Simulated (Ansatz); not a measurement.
CH3 on the 1x1 (0001) surface of hcp Ru, one in a 2x2 cell, started at the site 'bridge Ru-Ru (span 2.7 Å)'

Computed with r2SCAN, at the PBE geometry (plane waves to 500 eV, PAW; Ansatz, an electronic-structure program).

Model: 20-atom slab, 6.3 Å thick at the start under the adsorbate (thin: gaps and levels are the slab's own), 6x6x1 mesh, Fermi-Dirac 0.1 eV, dipole correction, single point; no symmetry held, on the structure that PBE left; no spin, no spin-orbit, no U, no dispersion correction. At the end it is bonded to 3 Ru. In PBE it is, or lies within 0.03 eV of, the lowest of the starts that converged; the order may differ at this level.

The adsorption energy against CH4(g) − ½ H2(g) at the same level comes out as 0.19 eV and the work function of the top face is 3.72 eV. The change of the work function comes out as -1.28 eV and the change of the step from the bottom to the top vacuum level, against the clean slab is -1.25 eV. The height of the binding atom over the mean of the host atoms within 0.3 Å of the top one comes out as 171.9 pm and the nearest host atoms of the binding atom is Ru at 2.30 Å, Ru at 2.30 Å, Ru at 2.30 Å. The note is in the relaxation the adsorbate left its starting site by 0.8 Å. The cost comes out as very roughly 6 core-minutes.

A negative adsorption energy means that the adsorbate is more stable on the surface than in its reference.
